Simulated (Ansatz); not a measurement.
Consider Se (space group P3_121, No. 152; made of chains).

```xyz
3
Lattice="4.5057 0.0000 0.0000 -2.2528 3.9020 0.0000 0.0000 0.0000 4.9913" Properties=species:S:1:pos:R:3 pbc="T T T"
Se     0.9781     0.0000     4.1594
Se    -0.4891     0.8471     0.8319
Se     1.7638     3.0550     2.4956
```

Cartesian axes are those of the cell as printed.

Method: r2SCAN in Ansatz (plane waves to 500 eV, PAW, no SOC).

Strains are applied to the cell and any free atomic positions relax; under biaxial strain the out-of-plane vector relaxes too.

One change was made to it. Results:

```json
[
 {"quantity": "electron mass", "base": "0.18 mₑ along c, 0.43 mₑ across (at H)", "after": "0.18 mₑ along c, 0.42 mₑ across (at H)"},
 {"quantity": "smallest direct gap", "base": "1.54 eV", "after": "1.56 eV"},
 {"quantity": "gap character", "base": "indirect, L → H", "after": "indirect, L → H"},
 {"quantity": "band gap", "base": "1.33 eV", "after": "1.34 eV"}
]
```

Question: Which change produced these results?
A) uniaxial strain ε_zz = +1.90 %
B) isotropic strain +4.95 %
C) biaxial strain +3.40 %, plane normal [001], relaxed out of plane
D) isotropic strain −0.33 %
E) isotropic strain −1.55 %

Answer: D, isotropic strain −0.33 %. For comparison, the band gap in the other runs: isotropic strain −1.55 % gives 1.40 eV; biaxial strain +3.40 %, plane normal [001], relaxed out of plane gives 1.54 eV; uniaxial strain ε_zz = +1.90 % gives 1.16 eV; isotropic strain +4.95 % gives 1.00 eV.

Masses are band curvatures over ±0.01 Å⁻¹ around the edge. Stability against distortions was not tested. No dispersion term is included, though the crystal is made of layers, chains or molecules, so its spacings can come out too wide.

Ansatz is an electronic-structure program.
